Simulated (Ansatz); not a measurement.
Relaxation of the outer planes of the (221) surface of rock-salt HfN in its 1x1 cell (cut with top plane Hf + N, bottom plane Hf + N), outermost plane spacing 0.76 Å in the ideal cut.

These are PBE (plane waves to 420 eV, PAW; Ansatz, an electronic-structure program) values and carry that method's errors.

Slab: 28 atoms, Hf14N14, 9.9 Å thick at the start (thin: gaps and levels are the slab's own); k 12x4x1, smearing 0.1 eV, dipole-corrected; all atoms relaxed; symmetry of the start imposed; no spin, no spin-orbit, no U.

```csv
plane,atoms,bulk spacing to the next (Å),relaxed spacing (Å),change (%),rumpling (Å)
1,N + Hf,0.758,___,___,___
2,N + Hf,0.758,0.569,-24.9,0.15 (Hf outermost)
```

### Question
Fill in the missing entries.

### Answer

- 1, relaxed spacing (Å): 0.639
- 1, change (%): -15.7
- 1, rumpling (Å): 0.03 (Hf outermost)
